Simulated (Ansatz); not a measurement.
A computed series for hypothetical rock salt YSi: thickness series

Take YSi in the rock salt structure (space group Fm-3m, No. 225; a = 5.8151 Å; a hypothetical phase, not in the database extracts checked) as the base. Axes: x, y, z lie along the cube axes.

Free-standing slabs (2 atom(s) a layer) normal to the z axis with 15 Å of vacuum; in-plane cell held at bulk.

Method: Kohn–Sham DFT with the PBE functional, run in Ansatz (a quantum-chemistry and plane-wave program) with PAW and 420 eV plane waves, without spin-orbit coupling, earlier PAW set.

Notes on the quantities. layer's space group: with vacuum.

```json
[
 {"change": "base", "layer's space group": "–", "shortest interatomic distance": "5.495 bohr"},
 {"change": "1 layer", "layer's space group": "P4/mmm (No. 123)", "shortest interatomic distance": "5.495 bohr"},
 {"change": "2 layers", "layer's space group": "P4/nmm (No. 129)", "shortest interatomic distance": "5.514 bohr"},
 {"change": "3 layers", "layer's space group": "P4/mmm (No. 123)", "shortest interatomic distance": "5.401 bohr"}
]
```

Whether these cells are dynamically stable was not tested. All final runs are without spin polarisation. An odd electron count without spin: YSi. YSi has a high density of states at the Fermi level and may be magnetic at this level.
